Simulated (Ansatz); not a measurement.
**PBE against r2SCAN: W, biaxial strain +0.14 %, plane normal [110], relaxed out of plane**

Take W in the bcc (W type) structure (space group Im-3m, No. 229; a = 3.184 Å; relaxed with 0.1 eV smearing) as the base. Axes: x, y, z lie along the cube axes.

(Cell as relaxed with PBE.)

Levels (all Ansatz, an electronic-structure program, PAW): PBE (420 eV, scalar-relativistic without spin-orbit coupling); r2SCAN (500 eV, no SOC).

Each level relaxes its own structure.

```json
[
 {"base": "volume per atom", "PBE": "16.14 Å³", "r2SCAN": "15.91 Å³"},
 {"base": "lattice parameter a", "PBE": "6.017 bohr", "r2SCAN": "5.988 bohr"},
 {"base": "band gap", "PBE": "zero", "r2SCAN": "zero"}
]
```

It is then changed as follows: biaxial strain +0.14 %, plane normal [110], relaxed out of plane (Cartesian); in-plane vectors clamped, the third vector and the atoms free.

| quantity | PBE | r2SCAN |
|---|---|---|
| shortest interatomic distance | 5.209 bohr | 5.184 bohr |
| out-of-plane strain | -0.12 % | -0.11 % |
| energy relative to the base (free energy F) | +0.1 meV/atom | +0.1 meV/atom |
| mean in-plane stress (compression positive) | -0.7 GPa | -0.8 GPa |

PBE's shortest interatomic distance lies 0.0244 bohr above r2SCAN's (0.5 %); the two agree on the energy relative to the base. Neither level is exact; r2SCAN is the comparison here, not a measurement.

No phonon test of stability was made. The final runs are not spin-polarised.
